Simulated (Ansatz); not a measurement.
# Mo under a change: biaxial strain −3.94 %, plane normal [001], relaxed out of plane

The reference is Mo in the bcc (W type) structure (space group Im-3m, No. 229; a = 3.130 Å). Axes: x, y, z lie along the cube axes.

It is then changed as follows: compressive biaxial strain of 3.94 % in the plane normal to [001], as in epitaxy on a mismatched substrate; the out-of-plane cell vector and the atoms relax.

All numbers come from PBEsol (Ansatz, a first-principles code), scalar-relativistic without spin-orbit coupling. k-mesh 21×21×21 (Γ-centred); smearing 0.05 eV (Fermi–Dirac).

The volume per atom falls by 0.723 Å³, from 15.33 Å³ to 14.60 Å³ and the space group changes from Im-3m (No. 229) to I4/mmm (No. 139). The energy increases by 86 meV/atom and the band gap is still zero. The out-of-plane strain is +3.26 % (rough) and the mean in-plane stress (compression positive) is +23.5 GPa (rough).

Without a gap, meshes like the base's 21×21×21 leave anisotropic stresses uncertain by several tenths of a GPa, and small strain energies with them. Whether these cells are dynamically stable was not tested. The final runs are not spin-polarised.
